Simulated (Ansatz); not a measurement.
Results of r²SCAN in Ansatz (PAW) for SiO2 (model structure, started from the tetragonal ZrO2 type, P4₂/nmc, No. 137, 6 atoms in the cell).

Settings: plane-wave cutoff 560 eV, 10×10×8 k mesh (along the axes of the cell as run), Fermi–Dirac smearing 0.01 eV, scalar-relativistic PAW data made under PBE.

Cell (relaxed at this level):

```
CELL_PARAMETERS angstrom
      2.82539     0.00000     0.00000
      0.00000     2.82539     0.00000
      0.00000     0.00000     8.18695
ATOMIC_POSITIONS crystal
  Si 0.00000 0.00000 0.00000
  Si 0.50000 0.50000 0.50000
  O  0.00000 0.50000 0.10206
  O  0.00000 0.50000 0.60206
  O  0.50000 0.00000 0.39794
  O  0.50000 0.00000 0.89794
```

Q: Predict the band gap and bulk modulus B0.

A: 
- band gap: 5.96 eV (on the SCF k mesh)
- bulk modulus B0: 27.0 GPa

Note: the bulk modulus is −V dP/dV from two relaxed cells at ±2 % in volume; the relaxation could raise the start's symmetry but not lower it, so the cell can be a saddle point.

The computed numbers hold no vibrational or temperature effects.

A model structure was made by putting elements into a prototype or built by hand; it is no filed structure, need not be a known phase, and can be a saddle point held by its symmetry.

Ansatz is an electronic-structure program.
